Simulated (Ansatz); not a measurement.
The starting structures come from a database of crystals and need not be the phases stable at ambient conditions.

 Where the default PAW files enter, the runs use the earlier of Ansatz's two default sets.

The decay constant κ of evanescent states in the gap governs leakage through a thin film.

Consider the following.

```
ScCl3
1.0
    6.35092     0.00000     0.00000
   -3.17546     5.50005     0.00000
    3.17546     1.83335     5.90563
Sc Cl
2 6
Direct
  0.33312   0.66656   0.00032
  0.66688   0.33344   0.99968
  0.83977   0.56374   0.23970
  0.16023   0.43626   0.76030
  0.19656   0.27603   0.23970
  0.80344   0.72397   0.76030
  0.48427   0.92053   0.23970
  0.51573   0.07947   0.76030
```

Space group of this cell: R-3. The cell was relaxed by PBE-D3(BJ); by r2SCAN its mean pressure is 0.5 GPa.

Transport runs along the normal of the first two printed cell vectors, the (001) plane of the conventional cell.

The gap is the functional's own. No spin-orbit coupling. Mid-gap values are interpolated on the energy grid.

### Question
Compute, with r2SCAN run with Ansatz (a first-principles code), the band gap and the smallest decay constant κ at mid-gap.

### Answer
Gap 4.12 eV on a 6×6×6 mesh; κ = 0.389 1/Å, at the zone centre.
